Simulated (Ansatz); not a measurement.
Base system: MgTe in the zinc blende structure (space group F-43m, No. 216; a = 6.439 Å). Axes: x, y, z lie along the cube axes.

Method: Ansatz (a first-principles code), PBEsol, PAW, cutoff 420 eV, scalar-relativistic without spin-orbit coupling.

Base values:

| Quantity | Value |
|---|---|
| Valence-band top at Γ | 0.00, 0.00, 0.00 eV |
| Electron mass | 0.16 mₑ (at Γ) |
| Valley order | Γ 2.35 eV; X along ⟨100⟩ 2.71 eV; L along ⟨111⟩ 3.18 eV |

It is then changed as follows: the cell is stretched by 2.50 % along z with no lateral relaxation; the atoms relax in the strained cell.

Q: What happens to the valence-band top at Γ?

A: The valence-band top at Γ (three highest levels, from the VBM) goes from 0.00, 0.00, 0.00 eV to 0.00, 0.00, -0.07 eV.

Q: How does this affect the electron mass?

A: The electron mass remains 0.16 mₑ (at Γ).

Q: What happens to the energy relative to the base?

A: The energy goes up by 3.0 meV/atom.

Q: What happens to the valley order?

A: The valley order (the lowest conduction-band minima on the path, energy above the VBM, named in the base's zone) goes from Γ 2.35 eV; X along ⟨100⟩ 2.71 eV; L along ⟨111⟩ 3.18 eV to Γ 2.21 eV; X along [010] 2.71 eV; X along [001] 2.77 eV; L along [111] 3.08 eV.

With Te present, leaving out spin-orbit coupling can change the band edges. The levels and masses belong to the bands next to the band gap. Effective masses come from finite differences of ±0.01 Å⁻¹. Stability against distortions was not tested.
